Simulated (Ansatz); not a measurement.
## ZnS under a change: isotropic strain +1.88 %

Take ZnS in the zinc blende structure (space group F-43m, No. 216; a = 5.443 Å) as the base.

The change: the cell is scaled by 1.0188 in all directions, atoms relaxed at fixed cell.

Calculations: Ansatz (a first-principles code), PBE, PAW, cutoff 420 eV, no spin-orbit coupling, earlier PAW set. Settings: 10×10×10 k-points, 0.05 eV Fermi–Dirac smearing.

```csv
quantity,base,changed,shift
volume per atom,20.16 Å³,21.32 Å³,+1.16 Å³
energy relative to the base (free energy F),0 meV/atom,+13 meV/atom,+13 meV/atom
pressure,0.01 GPa,-3.43 GPa,-3.433 GPa
band gap,2.01 eV,1.78 eV,-0.235 eV
gap character,direct at Γ,direct at Γ,–
mean gap deformation potential ΔEg/Δln V,–,-4.2 eV,–
width of the top valence band,2.63 eV,2.39 eV,-0.24 eV
electron mass,0.17 mₑ (at Γ),0.16 mₑ (at Γ),–
"hole mass (degenerate bands, along [100])","0.18, 0.72, 0.72 mₑ (at Γ)","0.17, 0.77, 0.77 mₑ (at Γ)",–
"valley order (the lowest conduction-band minima on the path, energy above the VBM, named in the base's zone)",Γ 2.01 eV; L along ⟨111⟩ 3.26 eV; X along ⟨100⟩ 3.45 eV,Γ 1.78 eV; L along ⟨111⟩ 3.14 eV; X along ⟨100⟩ 3.57 eV,–
```

Effective masses come from finite differences of ±0.01 Å⁻¹. Semilocal Kohn–Sham gaps tend to fall short of experiment. Whether these cells are dynamically stable was not tested.
